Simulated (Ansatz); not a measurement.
Results of PBE (Ansatz, a quantum-chemistry and plane-wave program, PAW) for double-hcp La.

Run with plane-wave cutoff 520 eV, 18×18×6 k mesh (along the axes of the cell as run), Fermi–Dirac smearing 0.033 eV (set by the program), scalar-relativistic PAW data made under PBE.

Computed at the level's own relaxed cell.

Hill averages of the elastic tensor: K = 24.9 GPa, G = 17.0 GPa. Volume 37.130 Å³/atom, mean atomic mass 138.905 u.

Q: Work out the density, the sound velocities of a polycrystal and the elastic Debye temperature, and Pugh's ratio at this level.

A: ρ = 1.66054 × 138.905/37.130 = 6.212 g/cm³. v_l = √[(K + 4G/3)/ρ] = 2.767 km/s and v_t = √(G/ρ) = 1.654 km/s. The mean follows from 3/v_m³ = 1/v_l³ + 2/v_t³: v_m = 1.830 km/s. Θ_D = (ħ/k_B) v_m (6π²/V)^(1/3) = 76.38 K Å s/km × 1.830 × 1.1684 Å⁻¹ = 163 K, counting all atoms of the cell. K/G = 1.46, to be set beside Pugh's rough bound of 1.75 between brittle and ductile metals.
